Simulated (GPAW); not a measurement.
A self-consistent single point of SrAsPt (P1, 6 atoms in the cell) with GPAW.

Computed with LDA (Perdew-Wang 92), GPAW PAW datasets LDA (gpaw-data 1.0.1) (plane waves; GPAW).

The change in words: atoms moved at random. Reference geometry:
```
SrAsPt
1.0
    4.28518     0.00000     0.00000
   -2.14259     3.71108     0.00000
    0.00000     0.00000     9.12241
Sr As Pt
2 2 2
Direct
  0.00000   0.00000   0.50000
  0.00000   0.00000   0.00000
  0.33333   0.66667   0.75000
  0.66667   0.33333   0.25000
  0.33333   0.66667   0.25000
  0.66667   0.33333   0.75000
```

Reference input (self-consistent single point, DFT LDA (Perdew-Wang 92), plane waves, GPAW PAW datasets LDA (gpaw-data 1.0.1)): mode = pw; ecut = 550 eV; xc = LDA; kpts = 7 7 3; mesh shift (steps) = 0 0 0; occupations.name = fermi-dirac; occupations.width = 0.1 eV; nbands = -12; convergence.forces = 0.001 eV/Å; symmetry.symmorphic = false; symmetry.tolerance = 0.0005; maxiter = 100. This run's input differs from it in these lines:

```diff
@@ -8,8 +8,8 @@
                     [0.000000, 0.000000, 9.122413]],
-              scaled_positions=[[0.000000, 0.000000, 0.500000],
-                                [0.000000, 0.000000, 0.000000],
-                                [0.333333, 0.666667, 0.750000],
-                                [0.666667, 0.333333, 0.250000],
-                                [0.333333, 0.666667, 0.250000],
-                                [0.666667, 0.333333, 0.750000]],
+              scaled_positions=[[-0.002019, 0.002027, 0.496013],
+                                [-0.002743, 0.000429, -0.003122],
+                                [0.338776, 0.668890, 0.748251],
+                                [0.673398, 0.340988, 0.246787],
+                                [0.324291, 0.665930, 0.257678],
+                                [0.668296, 0.321737, 0.754394]],
               pbc=True)
```

Output (repeated stretches shortened):

```
     iter     time        total  log10-change:
                         energy   eigst   dens  force
iter:   1 --:--:--   -37.209500
iter:   2 --:--:--   -37.255430   -0.79  -1.37
iter:   3 --:--:--   -36.559482   -1.58  -1.39
iter:   4 --:--:--   -36.612151   -1.76  -1.54
iter:   5 --:--:--   -36.392049   -2.20  -1.65
iter:   6 --:--:--   -36.395589   -2.59  -2.17
iter:   7 --:--:--   -36.397885c  -2.78  -2.31
iter:   8 --:--:--   -36.382836c  -3.43  -2.47
iter:   9 --:--:--   -36.381823c  -4.06  -2.83
iter:  10 --:--:--   -36.382929c  -4.32  -2.88
iter:  11 --:--:--   -36.381755c  -4.28  -3.02
   [... 4 lines left out ...]
iter:  16 --:--:--   -36.381936c  -5.64  -3.78
iter:  17 --:--:--   -36.381937c  -6.58  -3.82
iter:  18 --:--:--   -36.381938c  -6.37  -3.86
iter:  19 --:--:--   -36.381945c  -6.40  -3.99
iter:  20 --:--:--   -36.381943c  -6.58  -4.18c
iter:  21 --:--:--   -36.381943c  -7.95c -4.63c
iter:  22 --:--:--   -36.381942c  -8.78c -4.75c -2.98
iter:  23 --:--:--   -36.381940c  -8.88c -4.80c -2.89
iter:  24 --:--:--   -36.381935c  -8.38c -4.89c -2.63
iter:  25 --:--:--   -36.381934c  -9.17c -5.17c -3.14c
Converged after 25 iterations.

Dipole moment: (0.673354, -0.264015, 1.648534) |e|*Ang

Energy contributions relative to reference atoms: (reference = -1295826.783512)

Kinetic:         +1.929358
Potential:       -1.703721
External:        +0.000000
XC:             -34.954499
Entropy (-ST):   -0.127651
Local:           -1.589247
SIC:             +0.000000
--------------------------
Free energy:    -36.445760
Extrapolated:   -36.381934

Showing only first 2 kpts
 Kpt  Band  Eigenvalues  Occupancy
  0    29      7.91170    0.00001
  0    30      8.02036    0.00000
  0    31      8.07141    0.00000
  0    32      8.93018    0.00000

  1    29      7.87095    0.00001
  1    30      8.17142    0.00000
  1    31      8.26737    0.00000
  1    32      8.65308    0.00000

Fermi level: 6.64654

No gap
   [... lines left out ...]
  0 Sr    0.03581   -0.00518    0.16093
  1 Sr    0.04768   -0.00057    0.13400
  2 As    0.04865   -0.39121   -0.00568
  3 As   -0.41169   -0.25900    0.01628
  4 Pt    0.40432    0.23485   -0.20119
  5 Pt   -0.12476    0.42106   -0.10472

Stress tensor:
     0.035065    -0.003123    -0.000331
    -0.003123     0.032867    -0.000237
    -0.000331    -0.000237     0.026054
Stress (GPa, Voigt): [ 5.618   5.2659  4.1743 -0.038  -0.053  -0.5003]
```

The run converged in 25 iterations. GPAW prints stress with tension positive. Against the reference run the free energy rises by 6.7 meV/atom, the pressure goes from -5.20 to -5.02 GPa and the largest force goes from 0.000 to 0.509 eV/Å.

The starting cell comes from a database of computed structures (which also holds hypothetical and non-ambient phases and stackings), without a prior relaxation at this level. Its lattice was rescaled by a random factor within 2.5 % of one. For this run, on top of that: atoms moved at random. Spin polarisation is off. With a pressure of about -5 GPa the cell is away from its equilibrium volume at this level.

Cost on one core of a shared machine: roughly 4 min.
